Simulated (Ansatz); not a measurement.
Consider the following.

```
BP
1.0
    0.00000     2.27421     2.27421
    2.27421     0.00000     2.27421
    2.27421     2.27421     0.00000
B P
1 1
Direct
  0.00000   0.00000   0.00000
  0.25000   0.25000   0.25000
```

Computed with PBE, rigid bands (plane waves, PAW, scalar-relativistic; Ansatz, a program for electronic structure). Condition of this run: functional PBE, cell relaxed with it. Geometry: cell and atoms relaxed with PBE.

**Question.** What conductivity effective mass do dilute holes have at 300 K?

**Answer.** 0.39 mₑ.

**Question.** Predict the electron conductivity mass (n e² τ/σ) at 300 K, by direction if it differs.

**Answer.** 0.33 mₑ.

**Question.** And the band gap?

**Answer.** 1.25 eV at this level; semilocal functionals usually fall short of the measured gap.

Rigid bands, one relaxation time for all states, no polarons. Spin-orbit coupling is left out; where it splits the top of the valence band it changes the hole mass and lowers the gap by about a third of the splitting.
